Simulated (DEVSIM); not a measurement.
Structure: abrupt In0.53Ga0.47As p-n junction, at 300 K.

Layer 1 from the left is In0.53Ga0.47As, thickness (μm) 1.30, Na (cm⁻³) 3.7e15, τn (s) 9.4e-9, τp (s) 9.4e-9. Layer 2 from the left is In0.53Ga0.47As, thickness (μm) 83.0, Nd (cm⁻³) 4.1e16, τn (s) 9.4e-9, τp (s) 9.4e-9.

Left contact: ohmic. Right contact: ohmic. Voltage is applied to the left contact. Recombination: SRH at mid-gap, radiative. Mobility is μmin + (μ − μmin)/(1 + (N/Nref)^α).

Constants are typed, rounded textbook-type inputs, not results; the design itself was drawn at random and stands for no fabricated device. Values at 300 K.

In0.53Ga0.47As: gap (eV) 0.74, affinity (eV) 4.51, permittivity 13.9, Nc (cm⁻³) 2.1e17, Nv (cm⁻³) 7.7e18, μn (cm²/Vs) 12000, μp (cm²/Vs) 300, μn,min 300, μp,min 10, Nref,n 1.3e17, Nref,p 4.9e17, αn 0.48, αp 0.4, B (cm³/s) 9.6e-11.

Question: Estimate by hand the built-in potential, the peak field at zero bias, the capacitance at -3 V, and compare with a numerical solution.

Answer: 
- Built-in potential: ni = √(Nc Nv) exp(−Eg/2kT) = 7.74e11 cm⁻³ with Eg = 0.740 eV; Vbi = kT/q ln(Na Nd/ni²) = 0.500 V; numerical 0.500 V.
- Peak field at zero bias: depletion approximation: W = √(2εVbi/(qN)) = 0.476 μm with N = 3.39e15 cm⁻³; field = 2Vbi/W = 21000 V/cm; numerical 20500 V/cm (estimate above by 2.5 %).
- Capacitance at -3 V: C = √(qεN / 2(Vbi + |V|)) = 9.78 nF/cm²; numerical 9.86 nF/cm² (estimate below by 0.86 %).

Model (solved in DEVSIM): 1D drift-diffusion, Boltzmann statistics, complete ionisation; no tunnelling, impact ionisation, image-force lowering or self-heating.
